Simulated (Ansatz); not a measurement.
## Effect of isotropic strain −4.45 % on CdSe

The parent structure is CdSe in the wurtzite structure (space group P6_3mc, No. 186; a = 4.302 Å, c = 7.021 Å).

The change: an isotropic linear strain of −4.45 %; the atoms relax in the strained cell.

All numbers come from PBEsol in Ansatz (plane waves to 420 eV, PAW, no spin-orbit coupling). k-mesh 9×9×5 (Γ-centred); smearing 0.05 eV (Fermi–Dirac).

The space group remains P6_3mc (No. 186) and the energy rises by 96 meV/atom. The pressure (mean of the normal stresses, compression positive) goes from zero to 97.5 kbar and the band gap grows by 0.28 eV, from 0.54 eV to 0.82 eV. The gap character remains direct at Γ and the width of the top valence band rises by 0.47 eV to 2.22 eV. The valence-band top at Γ (three highest levels, from the VBM) goes from 0.00, 0.00, -0.05 eV to 0.00, 0.00, -0.08 eV.

Final structure:

```
CELL_PARAMETERS angstrom
      4.11050     0.00000     0.00000
     -2.05525     3.55980     0.00000
      0.00000     0.00000     6.70869
ATOMIC_POSITIONS crystal
  Cd 0.66667 0.33333 0.00030
  Cd 0.33333 0.66667 0.50030
  Se 0.66667 0.33333 0.62490
  Se 0.33333 0.66667 0.12490
```

No phonon test of stability was made.

Ansatz is an electronic-structure program.
